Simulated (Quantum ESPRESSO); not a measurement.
A relaxation of the atoms of InP (R3m, 2 atoms in the cell) with Quantum ESPRESSO.

Method of the run: LDA (PZ), GBRV 1.5 ultrasoft (LDA) pseudopotentials (plane waves; Quantum ESPRESSO).

Input as run:

```fortran
&control
  calculation = 'relax',
  prefix = 'InP',
  outdir = './tmp/',
  pseudo_dir = './',
  forc_conv_thr = 3.9e-05,
/
&system
  ibrav = 0,
  nat = 2,
  ntyp = 2,
  ecutwfc = 40,
  ecutrho = 200,
  occupations = 'smearing',
  smearing = 'fd',
  degauss = 0.00147,
/
&electrons
  conv_thr = 1.0d-10,
/
&ions
/
ATOMIC_SPECIES
In   114.8180  in_lda_v1.4.uspp.F.UPF
P     30.9738  p_lda_v1.5.uspp.F.UPF
CELL_PARAMETERS angstrom
   0.0000000000     2.9261950000     2.9261950000
   2.9261950000     0.0000000000     2.9261950000
   2.9261950000     2.9261950000     0.0000000000
ATOMIC_POSITIONS crystal
In    0.0147980000    0.0147980000    0.0147980000
P     0.2500000000    0.2500000000    0.2500000000
K_POINTS automatic
7 7 7  0 0 0
```

The program printed (abridged):

```
     Self-consistent Calculation

     iteration #  1     ecut=    40.00 Ry     beta= 0.70

     total energy              =    -147.34995629 Ry
     estimated scf accuracy    <       2.62469228 Ry

     iteration #  2     ecut=    40.00 Ry     beta= 0.70

     total energy              =    -148.38897031 Ry
     estimated scf accuracy    <       1.56991688 Ry

     iteration #  3     ecut=    40.00 Ry     beta= 0.70

     total energy              =    -148.69171457 Ry
     estimated scf accuracy    <       0.02160362 Ry

   [... 4 blocks of this kind left out ...]

     iteration #  8     ecut=    40.00 Ry     beta= 0.70

     total energy              =    -148.69528584 Ry
     estimated scf accuracy    <       0.00000002 Ry

     iteration #  9     ecut=    40.00 Ry     beta= 0.70
     End of self-consistent calculation

     the Fermi energy is     7.1239 ev

!    total energy              =    -148.69528584 Ry
     estimated scf accuracy    <          1.0E-10 Ry
     smearing contrib. (-TS)   =      -0.00000006 Ry
     internal energy E=F+TS    =    -148.69528578 Ry

     convergence has been achieved in   9 iterations

     Forces acting on atoms (cartesian axes, Ry/au):

     atom    1 type  1   force =    -0.03476331   -0.03476331   -0.03476331
     atom    2 type  2   force =     0.03476331    0.03476331    0.03476331

     Total force =     0.085152     Total SCF correction =     0.000002

     BFGS Geometry Optimization
     Energy error            =      7.3E-03 Ry
     Gradient error          =      3.5E-02 Ry/Bohr

     number of scf cycles    =   1
     number of bfgs steps    =   0

   [... lines left out ...]
     the Fermi energy is     7.0447 ev
!    total energy              =    -148.70312154 Ry
     Total force =     0.000040     Total SCF correction =     0.000002
     bfgs converged in   5 scf cycles and   4 bfgs steps
   [... lines left out ...]
     (criteria: energy <  1.0E-04 Ry, force <  3.9E-05 Ry/Bohr)

     End of BFGS Geometry Optimization

     Final energy             =    -148.7031215388 Ry

     File ./tmp/InP.bfgs deleted, as requested
Begin final coordinates

ATOMIC_POSITIONS (crystal)
In               0.0074031724        0.0074031724        0.0074031724
P                0.2573948276        0.2573948276        0.2573948276
End final coordinates

   JOB DONE.
```

The run converged. 

Summary of the result:
- Free energy E − TS: -2023.2090 eV
- Top of the valence band (on the code's own zero): 6.79 eV
- Gap on the k-point mesh: 0.48 eV
- Relaxation steps: 4

The starting cell has typed, rounded lattice constants, without a prior relaxation at this level. Its lattice was rescaled by up to half a per cent. For this run, on top of that: one atom moved by 0.15 angstrom. The relaxation keeps the symmetry of its start, so its end need not be a minimum.

Cost on one core of a shared machine: roughly 60 s.
